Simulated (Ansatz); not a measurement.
Here is the system:

```
CELL_PARAMETERS angstrom
      5.61143     0.00000     0.00000
      0.00000     5.61143     0.00000
      0.00000     0.00000     5.61143
ATOMIC_POSITIONS crystal
  As 0.00000 0.00000 0.50000
  As 0.50000 0.00000 0.00000
  As 0.00000 0.50000 0.00000
  P  0.50000 0.50000 0.50000
  Ga 0.25434 0.25434 0.74566
  Ga 0.74566 0.25434 0.25434
  Ga 0.25434 0.74566 0.25434
  Ga 0.74566 0.74566 0.74566
```

No spin polarisation.

All numbers come from Ansatz (an electronic-structure program) r2SCAN, no spin-orbit coupling. k-mesh 6×6×6 (Γ-centred); smearing 0.05 eV (Fermi–Dirac).

Task: Predict the electron mass.

Result: 0.070 mₑ (at Γ).

Task: What band gap does the calculation give?

Result: 1.28 eV.

Task: Predict the gap character (in this cell's own zone, which can be folded).

Result: Direct at Γ.

These are small ordered cells, not random alloys; other orderings at the same x differ. Masses are band curvatures over ±0.01 Å⁻¹ around the edge. No phonon test of stability was made. The cell was made from GaP by this change: x(As) = 0.75, 8 atoms, P-43m.
